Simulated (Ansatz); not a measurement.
# Response to strain in Ir

Start from Ir in the fcc (Cu type) structure (space group Fm-3m, No. 225; relaxed with 0.1 eV smearing).

```yaml
crystal:
  lattice:
    - [0.00000, 1.91555, 1.91555]
    - [1.91555, 0.00000, 1.91555]
    - [1.91555, 1.91555, 0.00000]
  atoms:
    - { symbol: Ir, position: [0.00000, 0.00000, 0.00000] }
```

Cartesian axes are those of the cell as printed.

Strains are applied to the cell and any free atomic positions relax.

Method: plane-wave PAW DFT at the PBEsol level (Ansatz, a program for electronic structure, 420 eV), spin-orbit coupling left out.

Notes on the quantities. energy relative to the base: free energy F.

| uniaxial strain ε_zz (%) | energy relative to the base (meV/atom) |
|---|---|
| -3 | 27.1 |
| -2.5 | 18.6 |
| -2 | 11.8 |
| -1.5 | ? |
| -1 | 2.9 |
| -0.5 | 0.7 |
| 0 | 0.0 |

**Question.** Fit ΔE = Aε² + Bε³ (ε in %) to the rows shown and predict the withheld row.

**Answer.** Least squares on the printed values gives A = 2.82 and B = -0.063 meV/atom (largest residual 0.0 meV/atom); this predicts 6.6 meV/atom, and the run gives 6.6 meV/atom, in agreement.

Stability against distortions was not tested. The final runs are not spin-polarised.
